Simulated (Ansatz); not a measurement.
Defect migration in fcc Cu: Zr-vacancy pair (Zr on one host Cu site, one Cu site vacant), neutral cell. These are PBE, PAW (plane waves to 420 eV; Ansatz, a first-principles code) values and carry that method's errors.

Cell of 32 host sites held at the relaxed PBE lattice; a 2×2×2 k-point mesh shifted by half a step; Fermi-Dirac width 0.10 eV, spin-restricted; finite-size errors left in. Static, classical nuclei. Forms of the defect that were not tried may lie lower.

Barriers: single points on a 4×4×4 k-point mesh shifted by half a step at the bands' geometries (they differ from the bands' own by up to 0.20 eV, and are uncertain by about as much).

The step: the Zr atom itself jumps into the vacancy (Zr-vacancy distance between ideal sites 2.57 Å throughout). Atoms about the jump, Cartesian Å from the middle of the jump, before and after:

| atom | x0 | y0 | z0 | x1 | y1 | z1 |
|---|---|---|---|---|---|---|
| Zr1 | 0.00 | -0.69 | -0.69 | 0.00 | 0.69 | 0.69 |
| Cu2 | -1.97 | 0.99 | -0.95 | -1.97 | 0.95 | -0.99 |
| Cu3 | -1.97 | -0.95 | 0.98 | -1.97 | -0.99 | 0.94 |
| Cu4 | 1.97 | 0.99 | -0.95 | 1.97 | 0.95 | -0.99 |
| Cu5 | 1.97 | -0.94 | 0.99 | 1.97 | -0.98 | 0.95 |
| Cu6 | 0.00 | 2.63 | -0.88 | 0.00 | 2.78 | -0.95 |
| Cu7 | 0.00 | 0.95 | -2.78 | 0.00 | 0.88 | -2.63 |
| Cu8 | 0.00 | -0.88 | 2.63 | 0.00 | -0.95 | 2.78 |
| Cu9 | 0.00 | -2.78 | 0.95 | 0.00 | -2.63 | 0.88 |
| Cu10 | 1.78 | 2.67 | 0.91 | 1.80 | 2.74 | 0.89 |
| Cu11 | -1.80 | -0.89 | -2.74 | -1.78 | -0.91 | -2.67 |
| Cu12 | -1.79 | 0.90 | 2.68 | -1.80 | 0.89 | 2.74 |
| Cu13 | -1.78 | 2.68 | 0.90 | -1.80 | 2.74 | 0.89 |
| Cu14 | -1.80 | -2.74 | -0.89 | -1.79 | -2.68 | -0.90 |
| Cu15 | 1.80 | -2.74 | -0.89 | 1.79 | -2.68 | -0.90 |
| Cu16 | 1.80 | -0.89 | -2.74 | 1.78 | -0.90 | -2.68 |
| Cu17 | 1.79 | 0.90 | 2.68 | 1.80 | 0.89 | 2.74 |

**Question.** Predict the transition state.

**Answer.** 
```json
[
 {"atom": "Zr1", "x": "0.00", "y": "0.00", "z": "-0.01"},
 {"atom": "Cu2", "x": "-2.09", "y": "1.02", "z": "-1.03"},
 {"atom": "Cu3", "x": "-2.09", "y": "-1.03", "z": "1.01"},
 {"atom": "Cu4", "x": "2.09", "y": "1.02", "z": "-1.03"},
 {"atom": "Cu5", "x": "2.09", "y": "-1.02", "z": "1.01"},
 {"atom": "Cu6", "x": "0.00", "y": "2.70", "z": "-0.94"},
 {"atom": "Cu7", "x": "0.00", "y": "0.92", "z": "-2.71"},
 {"atom": "Cu8", "x": "0.00", "y": "-0.93", "z": "2.69"},
 {"atom": "Cu9", "x": "0.00", "y": "-2.70", "z": "0.92"},
 {"atom": "Cu10", "x": "1.73", "y": "2.64", "z": "0.86"},
 {"atom": "Cu11", "x": "-1.72", "y": "-0.88", "z": "-2.66"},
 {"atom": "Cu12", "x": "-1.72", "y": "0.87", "z": "2.64"},
 {"atom": "Cu13", "x": "-1.73", "y": "2.65", "z": "0.86"},
 {"atom": "Cu14", "x": "-1.73", "y": "-2.65", "z": "-0.88"},
 {"atom": "Cu15", "x": "1.73", "y": "-2.65", "z": "-0.88"},
 {"atom": "Cu16", "x": "1.73", "y": "-0.88", "z": "-2.66"},
 {"atom": "Cu17", "x": "1.73", "y": "0.87", "z": "2.64"}
]
```
It lies 0.18 eV above the start and 0.18 eV above the end. The saddle point's order was not checked, and it lies on a symmetry element of the cell, where a band can be held.
